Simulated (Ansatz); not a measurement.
Effect of uniaxial strain ε_zz = +3.00 % on Pt

Consider Pt in the fcc (Cu type) structure (space group Fm-3m, No. 225; a = 3.920 Å; relaxed with 0.1 eV smearing). Axes: x, y, z lie along the cube axes.

One thing is altered: uniaxial strain ε_zz = +3.00 %, all other strain components held at zero, atoms relaxed at fixed cell.

Calculations: PBEsol (Ansatz, a quantum-chemistry and plane-wave program, PAW, no spin-orbit coupling). Γ-centred 29×29×29 mesh, Fermi–Dirac width 0.1 eV.

| quantity | base | changed | shift |
|---|---|---|---|
| volume per atom | 15.06 Å³ | 15.51 Å³ | +0.45 Å³ |
| space group | Fm-3m (No. 225) | I4/mmm (No. 139) | – |
| energy relative to the base (free energy F) | 0 meV/atom | +14 meV/atom | +14 meV/atom |
| pressure (mean of the normal stresses, compression positive) | 0.0 GPa | -7.7 GPa | -7.7 GPa |
| band gap | zero | zero | – |
| stress (xx, yy, zz, yz, xz, xy; compression positive) | – | (-6.7, -6.7, -9.8, 0.0, 0.0, 0.0) GPa | – |

Whether these cells are dynamically stable was not tested. The final runs are not spin-polarised. Pt lies near a magnetic instability that expansion can trigger; it was not tested.
